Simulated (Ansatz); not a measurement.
Input:

```
C
1.0
    0.00000     1.77690     1.77690
    1.77690     0.00000     1.77690
    1.77690     1.77690     0.00000
C
2
Cartesian
  1.77690   1.77690   1.77690
  2.66535   2.66535   2.66535
```

A single point on Sn with a change (Sn → C), its geometry relaxed with PBEsol.

Calculations: HSE06 (Ansatz, a first-principles code, PAW, spin-orbit coupling included). Γ-centred 10×10×10 mesh, Fermi–Dirac width 0.01 eV.

Predict the band gap and valence-band top at Γ.

The band gap comes out as 5.31 eV. The valence-band top at Γ (three highest Kramers pairs, from the VBM) is 0.00, 0.00, -0.01 eV.

Single points use the geometry relaxed with PBEsol. HSE06 gaps are upper bounds (no full band path). Whether these cells are dynamically stable was not tested. The cell was made from Sn by this change: Sn → C.
